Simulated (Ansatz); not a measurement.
Cu3Al (Pm-3m, No. 221, 4 atoms in the cell; start mp-1008555), treated with LDA (plane waves, PAW; Ansatz, a first-principles code).

Run with plane-wave cutoff 520 eV, 16×16×16 k mesh, Fermi–Dirac smearing 0.05 eV, no spin polarisation, scalar-relativistic PAW data made under PBE.

Cell (relaxed at this level):

```xyz
4
Lattice="3.5889 0.0000 0.0000 0.0000 3.5889 0.0000 0.0000 0.0000 3.5889" Properties=species:S:1:pos:R:3 pbc="T T T"
Al     0.0000     0.0000     0.0000
Cu     1.7944     1.7944     0.0000
Cu     0.0000     1.7944     1.7944
Cu     1.7944     0.0000     1.7944
```

Problem. Predict the bulk modulus B0.

Solution. 
* **bulk modulus B0**: 168 GPa

Note: the run has no spin polarisation, so it can have missed a magnetic state; the bulk modulus is −V dP/dV from two relaxed cells at ±2 % in volume; the relaxation could not lower the start's symmetry, so the cell can be a saddle point above a distorted one.

The computed numbers hold no vibrational or temperature effects.

It cost around 80 core-seconds (rough) of CPU time.

A start named mp-… is a Materials Project structure, which need not be a measured phase.
